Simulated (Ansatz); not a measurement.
Ansatz (an electronic-structure program) run on SbPb (Fm-3m, 2 atoms in the cell): self-consistent single point

Method: LDA (PW92), default PAW files made with PBE (plane waves; Ansatz).

Input:

Ansatz 0.2 input:
```yaml
# SbPb
crystal:
  lattice:
    - [0.00000000, 3.15176100, 3.15176100]
    - [3.15176100, 0.00000000, 3.15176100]
    - [3.15176100, 3.15176100, 0.00000000]
  atoms:
    - { symbol: Sb, position: [0.50000000, 0.50000000, 0.50000000] }
    - { symbol: Pb, position: [0.00000000, 0.00000000, 0.00000000] }
basis:
  ecutwfc: 30.9 Ry
kpoints:
  mp_grid: { grid: [9, 9, 9] }
hamiltonian:
  xc: lda
  pseudopotentials: { kind: paw }
scf:
  occupations: { method: gaussian, width: 0.0073 Ry }
output:
  forces: true
  eigenvalues: true
  stress: true
```

The program printed (abridged):

```
WARN ansatz: RAYON_NUM_THREADS=1 ignored (pool sized by the plan → 1); use --threads N
Pseudopotentials: kind: paw
Pseudopotential: Sb, paw, valence charge 15
Pseudopotential: Pb, paw, valence charge 14
Crystal: 2 atoms, lattice volume = 62.617 Å³
Basis set: ecut = 420.4159175005146 eV, 1243 PW (Γ)
Bands: 19, of which v1, the nominal top of the filled ones, is band 15 counted from 1 (14 counted from 0)
Symmetry: 48 space group operations
Space group: Fm-3m (ITA 225), of the structure as read, at distance tolerance 4.0e-5 Å
k-points: 35 of 729
PAW frozen core: Sb, regenerated for the run's functional, and the local potential with it
PAW frozen core: Pb, regenerated for the run's functional, and the local potential with it
Initial density: superposition of atomic densities (neutral atoms: chi_scale 0, normalization atom), corrected by the library's trained network
Initial wavefunctions: pseudopotential atomic-orbital guess
Eigensolver: davidson
Functional: x = slater, c = lda
SCF iter   1: F=—  HF=-17938.009557 eV  |F-HF|=—  |Δ(HF+E_count)|=         —  Δρ=5.74e-3  dr2=9.79e-3  ethr=1.77e-3  ⟨swp⟩=6.1  Hψ=3362  notcnv=0
all-band conjugate gradients solve this SCF's bands
preconditioner: auto → Kerker (q_TF=auto, 2.400 Å⁻¹)
SCF iter   2: F=—  HF=-17938.004810 eV  |F-HF|=—  |Δ(HF+E_count)|=   4.75e-3  Δρ=3.09e-3  dr2=3.02e-3  ethr=3.37e-5  ⟨swp⟩=2.4  Hψ=1142  notcnv=0
SCF iter   3: F=—  HF=-17938.003893 eV  |F-HF|=—  |Δ(HF+E_count)|=   9.17e-4  Δρ=3.89e-4  dr2=9.68e-5  ethr=1.04e-5  ⟨swp⟩=2.0  Hψ=1011  notcnv=0
SCF iter   4: F=—  HF=-17938.003889 eV  |F-HF|=—  |Δ(HF+E_count)|=   4.12e-6  Δρ=2.14e-4  dr2=1.87e-5  ethr=3.34e-7  ⟨swp⟩=2.0  Hψ=1170  notcnv=0
SCF iter   5: F=—  HF=-17938.003882 eV  |F-HF|=—  |Δ(HF+E_count)|=   6.85e-6  Δρ=5.02e-5  dr2=1.26e-6  ethr=6.46e-8  ⟨swp⟩=2.8  Hψ=1329  notcnv=0
SCF iter   6: F=-17938.003882 eV  HF=-17938.003882 eV  |F-HF|=2.02e-9  |Δ(HF+E_count)|=   1.50e-8  Δρ=9.34e-6  dr2=5.93e-8  ethr=3.45e-10  ⟨swp⟩=4.5  Hψ=3605  notcnv=0
SCF 1 converged in 6 iterations: F = -17938.003882 eV  dr2 = 5.93e-8
SCF converged after 6 iterations
Free energy (F): -17938.003882 eV
Harris-Foulkes:  -17938.003882 eV  (|F-HF|=2.02e-9)
Internal energy: -17937.995170 eV  (E = F + TS)
E sigma→0 (E₀):  -17937.999526 eV
Entropy (-TS):   -0.008712 eV (-4.356 meV/atom)
Fermi energy:    9.228697 eV
--- Per-component energies (eV) ---
  E_band       = -227.970988
  E_kinetic    = 498.146550
  E_local      = -2702.846868  (includes V_loc(G=0)·N_el)
  E_nonlocal   = 720.201317
  E_hartree    = 1160.253195
  E_xc         = -356.702908
  E_vxc        = -230.525706  (∫ρ·V_xc dr)
  E_paw        = -14530.074150  (= ΣΔE_a)
  E_vpaw       = -833.462406  (= ΣTr[D̂ρ^β])
  E_aug_tail   = 0.000042  (compensation charges beyond the density's cutoff)
  E_ewald      = -2727.453458
  E_core_change = 0.481110  (= ΣΔE_core)
  E_smearing   = -0.008712  (= −TS)
  E_closure    = -0.000000  (closes the sum)
  Σ components = -17938.003882   (vs F -17938.003882, Δ=0.00e0)
--- Forces (eV/Å), atoms counted from 1 ---
  atom   1  Sb     0.00000000    -0.00000000    -0.00000000
  atom   2  Pb    -0.00000000     0.00000000     0.00000000
  max |Σ_I F_I| component: 7.73e-29 eV/Å
--- Stress (GPa, compression-positive) ---
       -2.291719       0.000000      -0.000000
        0.000000      -2.291719      -0.000000
        0.000000       0.000000      -2.291719
  P = ⅓ Tr σ = -2.2917 GPa (-22.917 kbar)
  The stress holds the Pulay correction. Without it, at fixed plane waves, as pw.x and ABINIT print it: P = -2.3174 GPa
--- Band table (eV; the first three rows and the last of 35) ---
  k-point 0: bands = ["-19.3531", "-19.3531", "-19.3406", "-19.3406", "-19.3406", "-7.3974", "-7.3974", "-7.3745", "-7.3745", "-7.3745", "-2.4799", "5.0695", "8.5798", "8.5798", "8.5798", "13.7758", "13.7758", "13.7758", "15.1921"]
  k-point 1: bands = ["-19.3529", "-19.3529", "-19.3405", "-19.3403", "-19.3403", "-7.4000", "-7.4000", "-7.3743", "-7.3724", "-7.3724", "-2.3470", "4.5216", "8.6171", "8.6171", "8.8836", "13.1466", "13.2329", "13.2329", "14.8921"]
  k-point 2: bands = ["-19.3525", "-19.3525", "-19.3401", "-19.3397", "-19.3397", "-7.4075", "-7.4075", "-7.3739", "-7.3662", "-7.3662", "-1.9507", "3.3387", "8.7422", "8.7422", "9.3595", "12.1051", "12.2173", "12.2173", "15.1164"]
  k-point 34: bands = ["-19.3536", "-19.3512", "-19.3396", "-19.3387", "-19.3367", "-7.4537", "-7.4043", "-7.3695", "-7.3608", "-7.3405", "0.4512", "1.1471", "5.5462", "5.6771", "9.7039", "11.3406", "14.6248", "15.5689", "16.5655"]
```

The run converged in 6 iterations.

The starting cell comes from a database of computed structures (which also holds hypothetical and non-ambient phases and stackings), without a prior relaxation at this level. Its lattice was rescaled by up to half a per cent. Spin-orbit coupling is off. Ansatz's pressure includes its estimate of the finite-basis (Pulay) stress.
